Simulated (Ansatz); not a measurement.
Consider Ta$_{2}$O$_{5}$ (space group C2, No. 5; a = 5.9244 Å, b = 5.0763 Å, c = 5.7491 Å, α = γ = 90.00°, β = 117.45°; a cell from a computed database, its experimental status unchecked).

One thing is altered: Ti takes the place of Ta on all its sites; the structure is relaxed again.

Levels (all Ansatz, an electronic-structure program, PAW): PBEsol (420 eV, no SOC); PBEsol+SOC (420 eV, spin-orbit coupling included).

The geometry is relaxed with PBEsol.

* **PBEsol lowest conduction level above the VBM at special points**: V₂ 1.79 eV; L₂ 1.99 eV; A 2.58 eV; I 2.71 eV
* **PBEsol smallest direct gap**: 1.73 eV
* **PBEsol width of the top valence band**: 0.52 eV

Problem. How does going to PBEsol+SOC change the lowest conduction level above the VBM at special points, smallest direct gap and width of the top valence band?

Solution. The lowest conduction level above the VBM at special points goes from V₂ 1.79 eV; L₂ 1.99 eV; A 2.58 eV; I 2.71 eV to V₂ 1.78 eV; L₂ 1.98 eV; A 2.58 eV; I 2.71 eV; the smallest direct gap is nearly the same (1.73 eV against 1.72 eV); the width of the top valence band stays 0.52 eV.

Single points use the geometry relaxed with PBEsol. Differences between runs with and without spin-orbit coupling are approximate. Stability against distortions was not tested. As relaxed here, Ti2O5 is a hypothetical phase, not in the database extracts checked. The runs without spin-orbit coupling are not spin-polarised.
